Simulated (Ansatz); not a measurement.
## Si (I4/mmm, No. 139, 4 atoms in the cell; start mp-999200; another form than the element's usual one)

Computed with r²SCAN0 in Ansatz (plane waves, PAW).

Settings: plane-wave cutoff 520 eV, 8×8×8 k mesh, Fermi–Dirac smearing 0.01 eV, scalar-relativistic PAW data made under PBE.

Cell (relaxed with PBEsol):

```xyz
4
Lattice="-3.3223 3.3223 1.9187 3.3223 -3.3223 1.9187 3.3223 3.3223 -1.9187" Properties=species:S:1:pos:R:3 pbc="T T T"
Si     1.1876     1.1876     0.0000
Si     2.1347     2.1347     1.9187
Si     2.1347    -2.1347     1.9187
Si    -2.1347     2.1347     1.9187
```

For Si (I4/mmm, No. 139, 4 atoms in the cell; start mp-999200; another form than the element's usual one), the band gap is 1.42 eV (indirect) and the smallest direct gap on the k points sampled comes out as 1.67 eV. The direct gap at Γ comes out as 3.40 eV.

Note: cell and atoms aren't relaxed at this level (pressure -0.5 GPa).

The computed numbers hold no vibrational or temperature effects.

A start named mp-… is a Materials Project structure, which need not be a measured phase.

Ansatz is a quantum-chemistry and plane-wave program.
